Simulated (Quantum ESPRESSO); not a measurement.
**Relaxation of cell and atoms of Mg3SnO4 (Pm-3m, 8 atoms in the cell) at several settings**

```yaml
crystal:
  lattice:
    - [4.55431, 0.00000, 0.00000]
    - [0.00000, 4.55431, 0.00000]
    - [0.00000, 0.00000, 4.55431]
  atoms:
    - { symbol: Mg, position: [0.00000, 0.50000, 0.50000] }
    - { symbol: Mg, position: [0.50000, 0.00000, 0.50000] }
    - { symbol: Mg, position: [0.50000, 0.50000, 0.00000] }
    - { symbol: Sn, position: [0.00000, 0.00000, 0.00000] }
    - { symbol: O, position: [0.50000, 0.00000, 0.00000] }
    - { symbol: O, position: [0.00000, 0.50000, 0.00000] }
    - { symbol: O, position: [0.00000, 0.00000, 0.50000] }
    - { symbol: O, position: [0.50000, 0.50000, 0.50000] }
```

Base: PBEsol, GBRV 1.5 ultrasoft (PBESOL) pseudopotentials run with Quantum ESPRESSO 7.5. Its settings: ecutwfc = 40 Ry; ecutrho = 200 Ry; occupations = smearing; smearing = cold; degauss = 0.0036749 Ry; K_POINTS = automatic 5 5 5 1 1 1; conv_thr = 1e-09 Ry; mixing_beta = 0.4. Starting volume 11.81 Å³ per atom.

Each line gives the change from the base single point and the result:

- calculation: scf → vc-relax; tprnfor: true → default; tstress: true → default: pressure 0.04 GPa; final cell a = b = c = 4.5362 Å, α = β = γ = 90.00°; final volume per atom 11.67 Å³; relaxation steps 2; free energy against the base single point -0.6 meV/atom.
- calculation: scf → vc-relax; tprnfor: true → default; tstress: true → default; ecutwfc: 40 Ry → 56 Ry; ecutrho: 200 Ry → 280 Ry: pressure 0.00 GPa; final cell a = b = c = 4.5326 Å, α = β = γ = 90.00°; final volume per atom 11.64 Å³; relaxation steps 2; free energy against the base single point -22.8 meV/atom.
- calculation: scf → vc-relax; tprnfor: true → default; tstress: true → default; pseudopotentials: {Mg: mg_pbesol_v1.4.uspp.F.UPF, Sn: sn_pbesol_v1.4.uspp.F.UPF, O: o_pbesol_v1.2.uspp.F.UPF} → {Mg: mg_pbe_v1.4.uspp.F.UPF, Sn: sn_pbe_v1.4.uspp.F.UPF, O: o_pbe_v1.2.uspp.F.UPF}; input_dft: default → revpbe [DFT, revPBE, plane waves, GBRV 1.5 ultrasoft (PBE) pseudopotentials]: pressure 0.06 GPa; final cell a = 4.6170 Å, b = 4.6170 Å, c = 4.6170 Å, α = 90.00°, β = 90.00°, γ = 90.00°; final volume per atom 12.30 Å³; relaxation steps 3.

The starting cell comes from a database of computed structures (which also holds hypothetical and non-ambient phases and stackings), without a prior relaxation at this level. Its lattice was rescaled by a random factor within 2.5 % of one. The run gives no clean gap (levels at the Fermi energy touch, overlap or are partly filled at this smearing), which alone does not show that the compound is a metal.
